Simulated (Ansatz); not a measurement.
The reference is BN in the zinc blende structure (space group F-43m, No. 216).

```yaml
crystal:
  lattice:
    - [0.00000, 1.81205, 1.81205]
    - [1.81205, 0.00000, 1.81205]
    - [1.81205, 1.81205, 0.00000]
  atoms:
    - { symbol: N, position: [0.75000, 0.75000, 0.75000] }
    - { symbol: B, position: [0.00000, 0.00000, 0.00000] }
```

Levels (all Ansatz, a quantum-chemistry and plane-wave program, PAW, earlier PAW set): PBE (420 eV, no spin-orbit coupling); r2SCAN (500 eV, scalar-relativistic without spin-orbit coupling).

Levels that relaxed their own cell: PBE and r2SCAN.

```csv
level,band gap,lattice parameter a
PBE,4.46 eV,3.624 Å
r2SCAN,4.99 eV,3.609 Å
```

Measured: band gap 6.2 eV (room temperature; as listed in arXiv:1206.3780); lattice parameter a 3.593 Å (static lattice; corrected from measurement; as listed in Tamar Goldzak et al., The Journal of Chemical Physics (2022)).

Computed minus measured — band gap: PBE -1.74 eV, r2SCAN -1.21 eV (closest: r2SCAN); lattice parameter a: PBE +0.9 %, r2SCAN +0.4 % (closest: r2SCAN). Measured values not marked as corrected hold thermal and zero-point effects that the static-lattice runs lack. A measured gap can be an optical one, lowered by exciton binding.

Whether these cells are dynamically stable was not tested.
